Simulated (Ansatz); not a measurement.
The parent structure is KTaO$_{3}$ in the cubic perovskite structure (space group Pm-3m, No. 221; a = 4.024 Å).

Level of theory: PBE (Ansatz, an electronic-structure program), scalar-relativistic without spin-orbit coupling.

For the base:

The band gap is 2.16 eV and the volume per atom is 13.04 Å³.

Perturbation: cell and atoms relaxed at a pressure of 50 GPa.

Task: What does the calculation give for the band gap and volume per atom after the change?

Result: The band gap goes up by 0.38 eV, from 2.16 eV to 2.54 eV; the volume per atom drops by 2.14 Å³ to 10.90 Å³.

With Ta present, leaving out spin-orbit coupling can change the band edges. Load acts through the strain it causes; cell and atoms are relaxed under it. Stability against distortions was not tested. Competing high-pressure phases were not computed.
